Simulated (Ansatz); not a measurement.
The starting structures come from a database of crystals and need not be the phases stable at ambient conditions.

Tunnelling through a barrier is set by its complex band structure: the current falls as exp(−2κd) with the smallest κ.

Here is the system:

```
CELL_PARAMETERS angstrom
      8.14856     0.00000     0.00000
      2.11006     7.87062     0.00000
      2.11006     1.61888     3.18132
ATOMIC_POSITIONS crystal
  K  0.00000 0.50000 0.00000
  K  0.50000 0.00000 0.00000
  Pt 0.00000 0.00000 0.00000
  Cl 0.76654 0.23346 0.00000
  Cl 0.23346 0.76654 0.00000
  Cl 0.76654 0.76654 0.46692
  Cl 0.23346 0.23346 0.53308
```

Space group of this cell: P4/mmm. The cell is taken as given.

Transport runs along the normal of the first two printed cell vectors, the (111) plane of the conventional cell.

No gap correction and no spin-orbit coupling; mid-gap values are interpolated between computed energies.

Problem. Predict the band gap and the smallest decay constant κ at mid-gap from r2SCAN (Ansatz, a first-principles code).

Solution. Gap 2.17 eV on a 10×10×10 mesh; κ = 0.436 1/Å, at (0.500, 0.500) of the in-plane reciprocal vectors. At the zone centre, at the nearest computed energy, the slowest state has κ = 0.48 1/Å.
